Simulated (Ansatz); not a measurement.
Stishovite (SiO2), relaxed in Ansatz (plane waves) with several semilocal functionals. Each gives its own volume and its own bulk modulus:

```csv
level,V0 (Å³/atom),bulk modulus B0 (GPa),ln V0,ln B0
r²SCAN-D4,7.741,308.6,2.0465,5.7320
PBE-D4,7.901,278.1,2.0670,5.6280
PBE-D3(BJ),7.903,276.9,2.0672,5.6237
rVV10,8.107,258.2,2.0927,5.5537
revPBE,8.172,241.4,2.1007,5.4865
RPBE,8.218,235.3,2.1063,5.4609
```

Problem. Fit a straight line to ln B0 against ln V0. What does it predict for r²SCAN, whose volume is 7.790 Å³/atom?

Solution. With x = ln V0 and y = ln B0: means 2.08007 and 5.58080; Σ(Δx Δy) = -0.01168, Σ(Δx²) = 0.002737, so the slope is -4.27. At x = 2.0528 the line gives y = 5.58080 + (-4.27) × (2.0528 − 2.08007) = 5.6972, or 298.0 GPa. The run with r²SCAN gives 301.7 GPa, +1.2 % from the line. The rows used scatter about it by up to 2.7 %, while the largest value lies 31 % above the smallest.

Measured: 310 ± 1 GPa (measured, 300 K, not corrected to a static lattice; as tabulated in arXiv:1001.2066).

Ansatz's density-functional and Hartree–Fock values are scalar-relativistic unless marked +SOC, with PAW data made under PBE.

Ansatz is a quantum-chemistry and plane-wave program.
